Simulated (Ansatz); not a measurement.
Take Sr3SbN in the anti-perovskite structure (space group Pm-3m, No. 221; a = 5.131 Å; a cell from a computed database, its experimental status unchecked) as the base. Axes: x, y, z lie along the cube axes.

One thing is altered: uniaxial stress, 3 GPa compression along x, with the cell and atoms free to relax against it.

Levels (all Ansatz, a quantum-chemistry and plane-wave program, PAW): PBEsol (420 eV, no spin-orbit coupling); r2SCAN (500 eV, no spin-orbit coupling).

The geometry is relaxed with PBEsol.

```
Property           Value
---------------  -------
PBEsol band gap     zero
PBEsol pressure  1.0 GPa
```

**Question.** What does r2SCAN give at this geometry for the band gap and pressure?

**Answer.** The band gap changes from zero to 0.29 eV; the pressure rises by 1.8 GPa (1.0 GPa → 2.8 GPa).

Single points use the geometry relaxed with PBEsol. Their cutoffs differ, which shifts pressures a little. Spin-orbit coupling, missing from the scalar runs, can matter with Sb. Load acts through the strain it causes; cell and atoms are relaxed under it. Stability under load was not tested beyond the relaxation. All final runs are without spin polarisation. Gaps under 0.05 eV, about the width of the smearing, are given as zero. The zero or small gap of Sr3SbN can change with the level of theory.
